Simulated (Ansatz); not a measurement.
# SiC: energy against volume

SiC (zinc blende, F-43m, 10.502 Å³/atom and stress up to 0.01 GPa in the relaxed cell, cube axes along x, y and z) under an equal strain ε along all three axes. PBE in Ansatz, a plane-wave DFT program (PAW, default set), 420 eV, 13×13×13 Γ-centred mesh, Fermi-Dirac smearing 0.05 eV; ions are relaxed, or left where forces stay under 0.02 eV/Å, within the symmetry of each cell.

Here V stands for volume and E for E less E0.

```csv
volume (Å³/atom),E less E0 (meV/atom),pressure (GPa)
9.8841,26.60,14.50
10.0362,14.75,10.53
10.1898,6.46,6.80
10.3450,1.61,3.29
10.5017,0.00,0.00
10.6600,1.55,-3.09
10.8199,6.11,-5.99
10.9814,13.50,-8.70
11.1445,23.68,-11.23
11.4755,?,?
```

Taking the third-order Birch-Murnaghan form, a cubic in V^(-2/3) for E over the 9 complete rows: With u = V^(-2/3) - 0.209, the rows have u = 0.008124, 0.005925, 0.003760, 0.001626, -0.000474, -0.002544, -0.004583, -0.006592, -0.008571. Least squares gives E = 0.090 + 342.56·u + 360244·u² - 91526·u³. Residuals (row less fit): 0.000, 0.003, -0.006, 0.011, -0.009, -0.002, 0.015, -0.012, 0.004; standard error 0.011 (degrees of freedom: 5). Its minimum lies at u = -0.000475, so V0 = (0.208525)^(-3/2) = 10.50. There d²E/du² = 720700 and d³E/du³ = -549200, so B0 = (4/9) × 10.50^(-7/3) × 720700 × 0.160218 = 213 GPa (the last factor turns the table's units into GPa), and B0' = 4 + (2/3) × 0.208525 × (-549200)/720700 = 3.9. B0' rests on the cubic coefficient alone and has a standard error of 0.1 from these residuals.

Question: What does the fit predict for E at V = 11.4755, and how far is the calculated value from it?

Answer: u = -0.012444, so E = 0.090 + 342.56 × (-0.012444) + 360244 × (-0.012444)² - 91526 × (-0.012444)³ = 51.788 meV/atom. The calculation gives 51.74 meV/atom, 0.048 meV/atom below the prediction (0.1 % of the range of E in the table). The row lies outside the fitted rows, so this is an extrapolation. From the scatter of the fitted rows alone, a prediction at this place has a standard error of 0.045 meV/atom, so the miss is 1.1 times that.

Other structures, which can take over under pressure, weren't tried. The same form fitted to the pressure column gives B0' = 3.9; series where the two differ by over 0.4 aren't shown. Rows are the converged runs of the series near zero and its far end, less any whose ions stayed unrelaxed beside relaxed ones; series whose fitted rows scatter by over a few per cent of the range, as at a crossing or softening among them, aren't shown in this form.
